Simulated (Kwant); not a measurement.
Device: quantum point contact (saddle potential) in a In0.53Ga0.47As two-dimensional gas. Effective mass 0.041 mₑ, grid spacing 5 nm, hard walls, nominal width 150 nm (29 grid rows, so walls 150 nm apart), one parabolic valley, scattering region 450 nm long along x; energies count from the band bottom; Fermi energy 0.0248 eV. Potential (V0 + ½k y²) cos²(πx/L) for |x| < L/2, with V0 swept from 0.02604 to 0 eV, k = 4e-05 eV/nm², L = 280 nm.

The device is made up for the run: typed textbook-type constants, with dimensions and the other settings drawn at random.

Kwant, effective-mass tight-binding model on a square grid, one spin, coherent transport at 0 K. Conductance is in e²/h.

Density of the scattering states that come in from the left lead, at gate = 0.012831 eV, in bins, relative to the largest site value (x marks bins outside the device):

```
|#%**+==:::..                                |
|=*===--:-:--.                               |
|.:.:..:.:.:-:.                              |
|%%##*+=-::::-:                              |
|-----:::.-:.::..                            |
|--::::::.::::::.                            |
|%@##**=-:..::.-:.                           |
|=++--=::::.::.-:.:::.                       |
|=+=:=-::.:.::.:. -=-:..                     |
|@@%*#*=-.:.::.:. :--:..                     |
|-==:--:.::.:..::.......                     |
|+*+=+=-:::.:..:........                     |
|@@%*#*=-.:.::.:. :--:..                     |
|=+=:=-::.:.::.:. -=-:..                     |
|=++--=::::.::.-:.:::.                       |
|%@##**=-:..::.-:.                           |
|--::::::.::::::.                            |
|-----:::.-:.::..                            |
|%%##*+=-::::-:                              |
|.:.:..:.:.:-:.                              |
|=*===--:-:--.                               |
|#%**+==:::..                                |
```
Scale: ten equal steps from 0.000 (start of ' ') to 0.881 (end of '@'), in the order ' .:-=+*#%@'; x runs from -215 to 215, y from -66.8 (bottom) to 66.8 (top).

The conductance there is 1.16 e²/h with 8 open channel(s) in the leads.
